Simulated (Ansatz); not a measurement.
## Y: energy against strain

Y (hcp, P6_3/mmc, 31.383 Å³/atom at rest, c along z) under a strain ε along a direction in the basal plane (axis x), the other axes held. PBEsol in Ansatz, a plane-wave DFT program (PAW, default set), 420 eV, 18×18×11 Γ-centred mesh, Fermi-Dirac smearing 0.10 eV; ions are relaxed within the symmetry of each cell.

Here s stands for strain and y for E less E0.

```csv
strain (%),E less E0 (meV/atom)
-3.00,?
-1.50,1.71
-1.00,0.75
-0.50,0.18
0.00,0.00
0.50,0.19
1.00,0.76
1.50,1.69
```

Taking a parabola for y over the 7 complete rows: Least squares gives y = -0.002 - 0.0021·s + 0.7567·s². Residuals (row less fit): 0.006, -0.007, -0.008, 0.002, 0.004, 0.007, -0.007; standard error 0.008 (degrees of freedom: 4). Twice the quadratic coefficient over the volume, 2 × 0.7567 meV × 10⁴ × 0.1602 / 31.383 Å³, is the elastic constant C11 = 77 ± 0.4 GPa.

Predict the withheld y at s = -3.00 from the fit, and compare with the calculation.

y = -0.002 - 0.0021 × (-3.0) + 0.7567 × (-3.0)² = 6.815 meV/atom. The calculation gives 6.91 meV/atom, 0.095 meV/atom above the prediction (1.4 % of the range of y in the table). The row lies outside the fitted rows, so this is an extrapolation. From the scatter of the fitted rows alone, a prediction at this place has a standard error of 0.032 meV/atom, so the miss is 3.0 times that.

One order more, fitted to all 13 runs of the series, follows each within 0.01, so the miss is the next term of a smooth law. In a metal these values are sensitive to mesh and smearing; energies are taken to zero smearing, stresses follow the free energy. Rows are the converged runs of the series near zero and its far end; series whose fitted rows scatter by over a few per cent of the range, as at a crossing or softening among them, aren't shown in this form. Most that stay on the fit to the last digits aren't either.
